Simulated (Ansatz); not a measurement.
An Ansatz (a quantum-chemistry and plane-wave program) run: Mo with a change (biaxial strain +0.35 %, plane normal [001], relaxed out of plane); PBEsol (Ansatz), scalar-relativistic without spin-orbit coupling, earlier PAW set.

Input:

Ansatz 0.2 input:
```yaml
crystal:
  lattice:
    - [3.1410405633, 0, 0]
    - [0, 3.1410405633, 0]
    - [1.5705202816, -1.5705202816, 1.5623038078]
  atoms:
    - { symbol: Mo, position: [0, 0, 0] }
basis: { ecutwfc: 420, ecutrho_ratio: 4, xc_grid: 2, fft_grid_basis: typed }
kpoints: { mp_grid: { grid: [29, 29, 29] } }
hamiltonian:
  xc: pbesol
  dispersion: none
  pseudopotentials: { azcp: { folder: ./paw }, kind: paw }
scf: { occupations: { method: fermi_dirac, width: 0.1 } }
relax: { f_tol: 0.005, max_steps: 50, cell: { stress_tol: 0.01, fix: [a, b, gamma] } }
output: { forces: true, stress: true }
checkpoint: { write: state.ck, write_every: 1000 }
```

Output (explanatory and most iteration lines left out):

```
Relaxation: its limit of steps is 50 (relax.max_steps)
Pseudopotential: Mo, paw, valence charge 14
Crystal: 1 atoms, lattice volume = 15.414 Å³
Basis set: ecut = 420 eV, 321 PW (Γ), exchange–correlation on 48×48×40 points (8 copies of the dense FFT grid, shifted against one another)
Bands: 11, of which v1, the nominal top of the filled ones, is band 7 counted from 1 (6 counted from 0)
Symmetry: 16 space group operations
Space group: I4/mmm (ITA 139), of the structure as read, at distance tolerance 2.5e-5 Å
k-points: 1800 of 24389
Functional: x = pbesol(κ = 0.804, μ = 0.12345679012345678), c = pbesol(β = 0.046)
SCF iter   1: F=—  HF=-4898.222342 eV  |F-HF|=—  |Δ(HF+E_count)|=         —  Δρ=1.11e-1  dr2=1.87e0  ethr=3.10e-3  ⟨swp⟩=5.0  Hψ=109449  notcnv=0
SCF iter   2: F=—  HF=-4897.524197 eV  |F-HF|=—  |Δ(HF+E_count)|=   6.98e-1  Δρ=3.25e-2  dr2=5.48e-2  ethr=3.10e-3  ⟨swp⟩=2.0  Hψ=52504  notcnv=0  defer=20
SCF 1 converged in 6 iterations: F = -4897.511613 eV  dr2 = 4.66e-8
relax step   1: F+E_penalty+E_count = -4897.51161316 eV  Δ(F+E_penalty+E_count) = +0.000e0 eV  max|allowed force component| = 0.000e0 eV/Å  Δτ_max = 0.0000 Å  P = -1.446 GPa  Ω = 15.414 Å³  fix = [a, b, gamma]  reactions: a -1.999, b -1.999 GPa  (6 SCF iters, dr2 threshold 1.00e-7 eV, accepted)
[... steps on the carried basis left out ...]
relax step   3: F+E_penalty+E_count = -4897.51162601 eV  Δ(F+E_penalty+E_count) = -1.285e-5 eV  max|allowed force component| = 0.000e0 eV/Å  Δτ_max = 0.0000 Å  P = -1.255 GPa  Ω = 15.403 Å³  energy of the carried Pulay correction = +1.544e-6 eV  fix = [a, b, gamma]  reactions: a -1.882, b -1.882 GPa  (6 SCF iters, accepted)
Crystal: 1 atoms, lattice volume = 15.403 Å³
SCF iter   1: F=—  HF=-4897.511624 eV  |F-HF|=—  |Δ(HF+E_count)|=         —  Δρ=1.19e-6  dr2=3.22e-11  ethr=1.77e-8  ⟨swp⟩=3.3  Hψ=174709  notcnv=0
SCF iter   2: F=—  HF=-4897.511624 eV  |F-HF|=—  |Δ(HF+E_count)|=   1.04e-7  Δρ=6.15e-7  dr2=8.66e-12  ethr=2.30e-13 (applied; sched 1.00e-12)  ⟨swp⟩=2.8  Hψ=40085  notcnv=0
SCF 4 converged in 4 iterations: F = -4897.511624 eV  dr2 = 4.41e-14
SCF converged after 4 iterations
Free energy (F): -4897.511624 eV
Internal energy: -4897.490037 eV  (E = F + TS)
E sigma→0 (E₀):  -4897.500831 eV
Entropy (-TS):   -0.021587 eV (-21.587 meV/atom)
Fermi energy:    21.304636 eV
--- Forces (eV/Å), atoms counted from 1 ---
  atom   1  Mo     0.00000000     0.00000000     0.00000000
--- Stress (GPa, compression-positive) ---
       -1.881403       0.000000      -0.000000
        0.000000      -1.881403       0.000000
       -0.000000       0.000000      -0.000643
  P = ⅓ Tr σ = -1.2545 GPa (-12.545 kbar)
--- Relaxed structure (3 steps of the walk, 2 accepted, 1 SCFs on fresh bases) ---
  cell:  # Å, volume = 15.4033 Å³
    - [3.1410405633, 4.0218176626175634e-22, 5.026299861916572e-11]
    - [4.0218430288716184e-22, 3.1410405633, -5.026299857623645e-11]
    - [1.5705202816250172, -1.5705202816250172, 1.5612246840109671]
  atoms:
    - { symbol: Mo, position: [0.0, 0.0, 0.0] }
```

Stability against distortions was not tested. The final runs are not spin-polarised. The cell was made from Mo in the bcc (W type) structure (space group Im-3m, No. 229) by this change: biaxial strain +0.35 %, plane normal [001], relaxed out of plane.
